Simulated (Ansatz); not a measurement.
# Rh, response to strain and stress

Take Rh in the fcc (Cu type) structure (space group Fm-3m, No. 225; a = 3.802 Å; relaxed with 0.1 eV smearing) as the base. Axes: x, y, z lie along the cube axes.

Strains are applied to the cell and any free atomic positions relax; under biaxial strain the out-of-plane vector relaxes too; under stress the whole cell relaxes.

Level of theory: r2SCAN, PAW, 500 eV (Ansatz, an electronic-structure program; no spin-orbit coupling), earlier PAW set.

Candidates:
(a) uniaxial stress, 8 GPa compression along z
(b) biaxial strain −2.52 %, plane normal [001], relaxed out of plane
(c) uniaxial stress, 2 GPa tension along z

Notes on the quantities. energy relative to the base: free energy F.

**Question.** Order them by energy relative to the base, lowest first.

**Answer.** (c) uniaxial stress, 2 GPa tension along z (+0.5 meV/atom), (a) uniaxial stress, 8 GPa compression along z (+8.5 meV/atom), (b) biaxial strain −2.52 %, plane normal [001], relaxed out of plane (+27 meV/atom)

Stability under load was not tested beyond the relaxation. The final runs are not spin-polarised.
